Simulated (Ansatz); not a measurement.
Consider TiS2 in the CdI2 type structure (space group P-3m1, No. 164; layered, stacked along the Cartesian z axis).

TiS2 is taken in the trigonal space group P-3m1 (No. 164), the CdI2 type structure, Pearson symbol hP3. Cell: a = 3.3606 Å, b = 3.3606 Å, c = 5.5225 Å, α = 90.00°, β = 90.00°, γ = 120.00°. Ti on 1a sees 6 S at 2.409 Å (octahedral). S on 2d has 3 Ti at 2.409 Å (trigonal pyramidal). (Neighbours: up to the widest gap in distance over summed covalent radii, below 1.35, at either atom; cation-cation and far metal-metal contacts left out.)

Levels (all Ansatz, a program for electronic structure, PAW): PBE-D3(BJ) (420 eV, no spin-orbit coupling); PBEsol-D3(BJ) (420 eV, no SOC).

Levels that relaxed their own cell: PBE-D3(BJ) and PBEsol-D3(BJ).

| level | lattice parameter a | lattice parameter c |
|---|---|---|
| PBE-D3(BJ) | 3.361 Å | 5.522 Å |
| PBEsol-D3(BJ) | 3.298 Å | 5.340 Å |

Measured: lattice parameter a 3.4073 Å (temperature not stated; as listed in R.R. Chianelli, J.C. Scanlon, A.H. Thompson, Materials Research Bulletin (1975)); lattice parameter c 5.6953 Å (temperature not stated; as listed in R.R. Chianelli, J.C. Scanlon, A.H. Thompson, Materials Research Bulletin (1975)).

Computed minus measured — lattice parameter a: PBE-D3(BJ) -1.4 %, PBEsol-D3(BJ) -3.2 % (closest: PBE-D3(BJ)); lattice parameter c: PBE-D3(BJ) -3.0 %, PBEsol-D3(BJ) -6.2 % (closest: PBE-D3(BJ)). Measured values not marked as corrected hold thermal and zero-point effects that the static-lattice runs lack. A miss this large can also come from another phase or magnetic state, or from a fault of the measured value.

No phonon test of stability was made. All final runs are without spin polarisation. The zero or small gap of TiS2 can change with the level of theory.
